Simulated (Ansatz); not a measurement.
Band-edge transport in semiconductors and insulators: AlN (P6_3mc) under several functionals (Ansatz, a quantum-chemistry and plane-wave program, without spin-orbit coupling). The PBE cell:

Space group P6₃mc (No. 186); a = b = 3.1302 Å, c = 5.0180 Å, α = β = 90.00°, γ = 120.00°

| atom | site | symmetry | x | y | z |
|---|---|---|---|---|---|
| Al | 2b | 3m. | 0.6667 | 0.3333 | 0.4992 |
| N | 2b | 3m. | 0.3333 | 0.6667 | 0.3808 |

```csv
Functional,cell relaxed with,volume (Å³/atom),band gap,electron conductivity mass,hole conductivity mass,"Seebeck coefficient, n-type 1e19 cm⁻³"
PBE,PBE,10.65,4.04 eV,0.30 mₑ,1.05 mₑ,-155 μV/K
PBEsol,PBEsol,10.46,4.10 eV,0.31 mₑ,1.01 mₑ,-156 μV/K
r2SCAN,PBEsol,10.46,4.82 eV,0.31 mₑ,1.00 mₑ,-159 μV/K
```

For the band gap, PBE gives 4.04 eV and r2SCAN 4.82 eV: PBE lies 16 % below.

Masses are for dilute carriers at 300 K, harmonic means over directions unless an axis is named. Seebeck coefficients are for the stated density at 300 K, with one relaxation time for all states and whether or not that doping can be reached. Spin-orbit coupling is left out.
